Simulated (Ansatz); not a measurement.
The starting structures come from a database of crystals and need not be the phases stable at ambient conditions.

Inside the gap of an insulator the Bloch states are evanescent, with a wavenumber k + iκ along the transport direction.

Given:

```xyz
18
Lattice="7.5645 0.0000 0.0000 0.0000 7.6798 0.0000 3.7822 3.8399 6.6562" Properties=species:S:1:pos:R:3 pbc="T T T"
La     3.7822     1.6718     0.0000
La     0.0000     5.5117     0.0000
La     8.5803     2.5655     3.3281
La     2.7665     6.4054     3.3281
Cu     3.7822     5.2479     0.0000
Cu     0.0000     1.4080     0.0000
Sb     6.2723     7.6995     3.3281
Sb     5.0745     3.8596     3.3281
S      5.0011     6.8002     1.3487
S      6.3456    10.6401     5.3075
S      5.0011     6.8002     5.3075
S      6.3456     2.9603     1.3487
S      8.9273     8.0251     5.2548
S      2.4194     4.1852     1.4014
S      1.3628     8.0251     1.4014
S      9.9839     4.1852     5.2548
S      7.5035     5.5051     3.3281
S      3.8432     9.3450     3.3281
```

Space group of this cell: Ima2. The cell is taken as given.

Transport runs along the normal of the first two printed cell vectors.

The gap is the functional's own, uncorrected, and κ follows it; spin-orbit coupling is left out. Mid-gap values are interpolated between the computed energies.

Q: Estimate the band gap and the smallest decay constant κ at mid-gap that r2SCAN run with Ansatz (a quantum-chemistry and plane-wave program) returns for this system.

A: Gap 1.69 eV on a 6×6×6 mesh; κ = 0.196 1/Å, at (0.500, 0.500) of the in-plane reciprocal vectors. At the zone centre, at the nearest computed energy, the slowest state has κ = 0.26 1/Å.
